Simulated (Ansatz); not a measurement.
**A computed series for MoSi2: response to strain**

Consider MoSi2 (space group I4/mmm, No. 139; a = 3.217 Å, c = 7.875 Å; relaxed with 0.1 eV smearing).

Strains are applied to the cell and any free atomic positions relax.

Calculations: Ansatz (a program for electronic structure) PBE, no spin-orbit coupling.

Notes on the quantities. energy relative to the base: free energy F; pressure: mean of the normal stresses, compression positive.

| change | energy relative to the base | shortest interatomic distance | pressure |
|---|---|---|---|
| base | 0 meV/atom | 2.597 Å | 0.0 GPa |
| isotropic strain −3.00 % | +78 meV/atom | 2.539 Å | 23.0 GPa |
| isotropic strain −2.50 % | +53 meV/atom | 2.549 Å | 18.4 GPa |
| isotropic strain −2.00 % | +34 meV/atom | 2.559 Å | 14.2 GPa |
| isotropic strain −1.50 % | +19 meV/atom | 2.569 Å | 10.3 GPa |
| isotropic strain −0.50 % | +2.0 meV/atom | 2.588 Å | 3.2 GPa |
| isotropic strain +1.00 % | +7.5 meV/atom | 2.615 Å | -5.7 GPa |
| isotropic strain +2.00 % | +29 meV/atom | 2.632 Å | -10.6 GPa |
| isotropic strain +2.50 % | +45 meV/atom | 2.641 Å | -12.8 GPa |
| isotropic strain +3.00 % | +63 meV/atom | 2.648 Å | -14.8 GPa |

Stability against distortions was not tested. The final runs are not spin-polarised.
